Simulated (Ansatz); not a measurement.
Results of BLYP (plane waves, PAW; Ansatz, a first-principles code) for pyrite PtAs2.

Settings: plane-wave cutoff 520 eV, 6×6×6 k mesh, Fermi–Dirac smearing 0.01 eV, scalar-relativistic PAW data made under PBE.

Cell (relaxed at this level):

```cif
data_As8Pt4
_chemical_formula_sum 'As8 Pt4'
_space_group_name_H-M_alt 'P 1'
_space_group_IT_number 1
_cell_length_a 6.18957
_cell_length_b 6.18957
_cell_length_c 6.18957
_cell_angle_alpha 90.000
_cell_angle_beta 90.000
_cell_angle_gamma 90.000
loop_
_space_group_symop_operation_xyz
  'x, y, z'
loop_
_atom_site_label
_atom_site_type_symbol
_atom_site_fract_x
_atom_site_fract_y
_atom_site_fract_z
_atom_site_occupancy
As1 As 0.61565 0.88435 0.11565 1
As2 As 0.11565 0.61565 0.88435 1
As3 As 0.61565 0.61565 0.61565 1
As4 As 0.38435 0.38435 0.38435 1
As5 As 0.88435 0.11565 0.61565 1
As6 As 0.88435 0.38435 0.11565 1
As7 As 0.11565 0.88435 0.38435 1
As8 As 0.38435 0.11565 0.88435 1
Pt1 Pt 0.00000 0.50000 0.50000 1
Pt2 Pt 0.50000 0.00000 0.50000 1
Pt3 Pt 0.00000 0.00000 0.00000 1
Pt4 Pt 0.50000 0.50000 0.00000 1
```

**Question.** Estimate the bulk modulus and pressure derivative B′ of the bulk modulus that the calculation returns.

**Answer.** 
- bulk modulus: 109 GPa
- pressure derivative B′ of the bulk modulus: 5.2

The run finds no gap.

Note: the cell is over a tenth larger than the published one: the level's own overestimate first of all, though another phase or state, or a fault of the published cell, is possible; the bulk modulus comes from volumes at which shape and atoms were relaxed.

Spin–orbit coupling is not included; it can open a gap where bands touch, and shift volumes and moduli.

The computed numbers hold no vibrational or temperature effects.

It cost about 10 core-minutes (a rough figure) of CPU time.
